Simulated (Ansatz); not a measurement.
**Short convergence ladders for the (001) slab of SrIn2 (cut from a parent of space group no. 194; 6 atoms in the cell)**

```
In2Sr
1.0
    5.06967     0.00000     0.00000
   -2.53484     4.39046     0.00000
    0.00000     0.00000    21.39719
Sr In
2 4
Cartesian
  0.00000   0.00000  12.73759
  0.00000   0.00000   8.65970
  0.00000   2.92698  14.39718
  2.53484   1.46349   7.00000
  2.53484   1.46349  10.31931
  0.00000   2.92698  11.07799
```

Base method: LDA (PW92), PAW files made with PBE (plane waves; Ansatz, a quantum-chemistry and plane-wave program).

Base settings: basis.ecutwfc = 30.9 Ry; kpoints.mp_grid.grid = 7 7 1; hamiltonian.xc = lda; hamiltonian.pseudopotentials = {kind: paw} (the program's default PAW files); scf.occupations.method = gaussian; scf.occupations.width = 0.0073 Ry.

The count of work is k-points × plane waves × bands × iterations; it is no time. 

**The vacuum**

The mesh stays at the base's, so the ladder's end is converged at best in this setting alone.

Only quantities that move along the ladder and can be compared are tabulated.

```csv
vacuum between outermost atoms (Å),free energy less the last step's (meV/atom),largest difference of a force vector from the last step's (eV/Å),count of work / last
3.0,-122.67,0.928,0.31
4.0,-37.66,0.356,0.34
5.0,-11.37,0.117,0.37
6.0,-3.63,0.044,0.36
7.0,-1.21,0.016,0.38
8.0,-0.43,0.006,0.41
10.0,-0.05,0.001,0.47
12.0,-0.01,0.000,0.52
14.0,0.00,0.000,0.57
17.0,0.00,0.000,0.65
20.0,0.00,0.000,0.73
25.0,0.00,0.000,0.87
30.0,0.00,0.000,1.0
```

Smallest vacuum between outermost atoms (Å) that holds the forces within 0.005 eV/Å of the last step, with all finer ones: 10.0; the step before is off by 0.006 eV/Å.

Smallest vacuum between outermost atoms (Å) that holds the free energy within 2 meV/atom of the last step, with all finer ones: 7.0, at 0.38 of the last step's count of work; the step before is off by 3.6 meV/atom.

**The plane-wave cutoff**

The mesh stays at the base's, so the ladder's end is converged at best in this setting alone.

Only quantities that move along the ladder and can be compared are tabulated.

```csv
basis.ecutwfc,free energy less the last step's (meV/atom),largest difference of a force vector from the last step's (eV/Å),count of work / last
15.4 Ry,2359.37,0.053,0.12
18.4 Ry,380.97,0.020,0.18
21.7 Ry,34.92,0.006,0.21
26.1 Ry,1.14,0.000,0.28
30.9 Ry,0.70,0.000,0.36
37.1 Ry,0.44,0.000,0.47
46.3 Ry,0.10,0.000,0.65
61.7 Ry,0.00,0.000,1.0
```

Coarsest basis.ecutwfc that holds the free energy within 5 meV/atom of the last step, with all finer ones: 26.1 Ry, at 0.28 of the last step's count of work; the step before is off by 35 meV/atom.

Coarsest basis.ecutwfc that holds the forces within 0.005 eV/Å of the last step, with all finer ones: 26.1 Ry, at 0.28 of the last step's count of work; the step before is off by 0.006 eV/Å.

On the base run: the starting cell comes from a database of computed structures (which also holds hypothetical and non-ambient phases and stackings), without a prior relaxation at this level. The slab is cut from that crystal, and its faces are unrelaxed. Its lattice was rescaled by up to half a per cent.

Left out of this page: 1 run of the series outside the window shown, repeating another row's setting, or not comparable.

Keys are those of Ansatz 0.2.
